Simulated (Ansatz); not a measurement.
We consider C11b MoSi₂, described by r²SCAN-D4 (Ansatz, an electronic-structure program, plane waves, PAW).

Run with plane-wave cutoff 560 eV, 24×24×24 k mesh, Fermi–Dirac smearing 0.05 eV, no spin polarisation, scalar-relativistic PAW data made under PBE.

Shape and atoms are relaxed at each volume.

Pressure at four volumes; x = ln(V/13.238 Å³). One pressure is withheld.

```csv
V (Å³/atom),x,P (GPa)
12.709,-0.0408,9.96
13.238,0.0000,-0.01
13.503,0.0198,-4.23
13.768,0.0393,?
```

Task: Pass a parabola P(x) through the three rows shown, estimate the bulk modulus and its pressure derivative near zero pressure, and predict the withheld pressure.

Result: Slopes between the rows: (-0.01 − (9.96))/(0.0000 − (-0.0408)) = -244.36 and (-4.23 − (-0.01))/(0.0198 − (0.0000)) = -213.13 GPa. Their difference over the span 0.0606 is c = 31.23/0.0606 = 515.3 GPa, so P(x) = 9.96 + (-244.36)(x − (-0.0408)) + 515.3 (x − (-0.0408))(x − (0.0000)). At the middle row B = −dP/dx = −[-244.36 + 515.3 × 0.0408] = 223.3 GPa, and B′ = dB/dP = 2c/B = 4.6. At x = 0.0393 the parabola gives -7.99 GPa; the run gives -8.02 GPa. The Birch–Murnaghan fit to the energies at all volumes has B0 = 223 GPa and B′ = 4.4.

Measured, for comparison: bulk modulus 222 ± 2 GPa (room temperature, not corrected to a static lattice, B' = 4; as tabulated in Structural stability of MoSi2 and Mo5Si3 under high pressure, Chin. Phys. B 26 …). Computed (rounded) less measured: bulk modulus +0.5 % (inside the measured uncertainty).

Note: the bulk modulus comes from volumes at which shape and atoms were relaxed.
